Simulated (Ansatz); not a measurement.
## rutile IrO2 (0 0 1) on zinc-blende InAs (0 0 1) (film strained to the substrate, started from cuts of the bulks and a machine-learned relaxation)

A periodic stack without vacuum, rutile IrO2 (0 0 1) on zinc-blende InAs (0 0 1) (film strained to the substrate, started from cuts of the bulks and a machine-learned relaxation): substrate slab As6In5, film Ir6O12, surface cells [[1, 0], [1, 1]] and [[0, 1], [-1, 0]], film strained by -3.4 and -3.4 %, outermost planes As/As and IrO/IrO as cut, which need not be the usual terminations and can put a slab off its formula.

The start was prepared with a machine-learned potential, and the result is one local minimum, with the in-plane cell held and forces under 0.04 eV/Å; the film can end far from its bulk form.

Method: PBE (plane waves to 420 eV, PAW; Ansatz, an electronic-structure program). Scalar-relativistic, without spin–orbit coupling; the runs are not spin-polarised; PBE gaps are too small against experiment. Its k-point mesh 7×7×1, Fermi–Dirac width 0.05 eV.

| Property | Value |
|---|---|
| interface area | 19.1 Å² |
| period | 26.13 Å |
| gaps between the outermost planes at the two interfaces | 1.06 and 1.06 Å |
| As–Ir contacts across the interfaces within 1.22 times the sum of covalent radii | 4, mean 2.70 Å |
| As–O contacts across the interfaces within 1.22 times the sum of covalent radii | 4, mean 1.89 Å |
| In–Ir contacts across the interfaces within 1.22 times the sum of covalent radii | 2, mean 2.68 Å |

```xyz
29
Lattice="4.3738 0.0022 -0.0576 0.0003 4.3703 0.1795 -0.6979 1.1135 26.2074" Properties=species:S:1:pos:R:3 pbc="T T T"
As    -0.7844     2.1188     3.6694
As     3.5497     0.1027     0.4431
As    -0.7566     1.8157     9.8716
As     1.3710    -0.2236     6.6610
As    -0.6905     3.7963    16.1476
As     1.4550    -0.4324    12.8662
In    -0.8400    -0.1308     5.1460
In     1.4160     2.1422     1.9964
In    -0.7555    -0.4373    11.3266
In     1.4099     1.8956     8.2968
In     1.5474     1.7191    14.5985
Ir    -0.0147     3.0848    19.0317
Ir     2.2365     5.2589    17.2310
O      1.3294     1.7395    18.9340
O      3.5189     2.3557    17.2944
O      0.7560     3.9636    17.3690
O      2.9953     4.4477    19.0298
Ir     0.0286     2.9670    22.2750
Ir     2.1813     5.2220    20.6526
O      1.3859     1.6016    22.1565
O      3.5535     2.2084    20.5593
O      0.8248     3.8517    20.6579
O      3.0302     4.3272    22.2434
Ir    -0.0327     2.7222    25.6890
Ir     2.2208     5.0760    23.8946
O      1.4421     1.4531    25.4198
O      3.5825     2.0683    23.7713
O      0.8712     3.7327    23.8824
O      3.0516     4.2122    25.5341
```
